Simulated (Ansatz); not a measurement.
Start from CsCl in the CsCl type structure (space group Pm-3m, No. 221).

```xyz
2
Lattice="4.1403 0.0000 0.0000 0.0000 4.1403 0.0000 0.0000 0.0000 4.1403" Properties=species:S:1:pos:R:3 pbc="T T T"
Cs     0.0000     0.0000     0.0000
Cl     2.0702     2.0702     2.0702
```

Cartesian axes are those of the cell as printed.

All numbers come from r2SCAN/PAW in Ansatz (a quantum-chemistry and plane-wave program), scalar-relativistic without spin-orbit coupling.

Before the change:

```
Quantity                            Result
---------------------  -------------------
Valence-band top at Γ  0.00, 0.00, 0.00 eV
```

The change: biaxial strain +2.21 %, plane normal [001], relaxed out of plane (Cartesian); in-plane vectors clamped, the third vector and the atoms free.

Q: What does the calculation give for the valence-band top at Γ and in-plane stress after the change?

A: The valence-band top at Γ (three highest levels, from the VBM) becomes 0.00, -0.10, -0.10 eV (base: 0.00, 0.00, 0.00 eV); the mean in-plane stress (compression positive) amounts to -0.9 GPa.

The levels and masses belong to the bands next to the band gap. Whether these cells are dynamically stable was not tested.
